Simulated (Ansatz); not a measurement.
## Pressure series in InPd

Consider InPd in the CsCl type structure (space group Pm-3m, No. 221; a = 3.3052 Å).

Cell and atoms are relaxed at each pressure.

Levels (all Ansatz, an electronic-structure program, PAW): PBE (420 eV, no spin-orbit coupling); PBEsol (420 eV, no spin-orbit coupling).

The base cell above is that of PBE; each level relaxes its own structures.

```json
[
 {"case": "pressure −2 GPa", "volume per atom, PBE": "18.41 Å³", "volume per atom, PBEsol": "…"},
 {"case": "pressure −1 GPa", "volume per atom, PBE": "18.22 Å³", "volume per atom, PBEsol": "…"},
 {"case": "pressure 0.3 GPa", "volume per atom, PBE": "18.01 Å³", "volume per atom, PBEsol": "…"},
 {"case": "pressure 0.7 GPa", "volume per atom, PBE": "17.94 Å³", "volume per atom, PBEsol": "17.03 Å³"},
 {"case": "pressure 1.5 GPa", "volume per atom, PBE": "17.82 Å³", "volume per atom, PBEsol": "16.94 Å³"},
 {"case": "pressure 3 GPa", "volume per atom, PBE": "17.60 Å³", "volume per atom, PBEsol": "16.77 Å³"},
 {"case": "pressure 5 GPa", "volume per atom, PBE": "17.34 Å³", "volume per atom, PBEsol": "…"},
 {"case": "pressure 7.5 GPa", "volume per atom, PBE": "17.05 Å³", "volume per atom, PBEsol": "16.32 Å³"},
 {"case": "pressure 10 GPa", "volume per atom, PBE": "16.78 Å³", "volume per atom, PBEsol": "16.10 Å³"}
]
```

Question: What belongs in the blanks?

Answer: 
- pressure −2 GPa, volume per atom, PBEsol: 17.38 Å³
- pressure −1 GPa, volume per atom, PBEsol: 17.24 Å³
- pressure 0.3 GPa, volume per atom, PBEsol: 17.08 Å³
- pressure 5 GPa, volume per atom, PBEsol: 16.56 Å³

PBE lies above PBEsol in every row, by 0.69 Å³ to 1.03 Å³. They put the cases in the same order.

Load acts through the strain it causes; cell and atoms are relaxed under it. No phonon test of stability was made. Competing high-pressure phases were not computed. All final runs are without spin polarisation.
